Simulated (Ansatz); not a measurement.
The starting structures come from a database of crystals and need not be the phases stable at ambient conditions.

Tunnelling through a barrier is set by its complex band structure: the current falls as exp(−2κd) with the smallest κ.

```xyz
4
Lattice="4.0824 0.0000 0.0000 0.0000 6.7094 0.0000 2.0412 0.0000 3.5355" Properties=species:S:1:pos:R:3 pbc="T T T"
Al     2.0412     6.7048     1.1785
Al     4.0824     3.3501     2.3570
As     2.0412     4.1912     1.1785
As     4.0824     0.8365     2.3570
```

Space group of this cell: P6_3mc, wurtzite. The cell is strained (all lengths scaled by 1.02); by PBEsol its mean pressure is -3.7 GPa.

Transport runs along the normal of the first two printed cell vectors, the (100) plane of the conventional cell.

No gap correction and no spin-orbit coupling; mid-gap values are interpolated between computed energies.

Problem. Predict the band gap and the smallest decay constant κ at mid-gap from Ansatz (an electronic-structure program) with PBEsol.

Solution. Gap 1.48 eV on a 8×6×8 mesh; κ = 0.094 1/Å, at the zone centre.
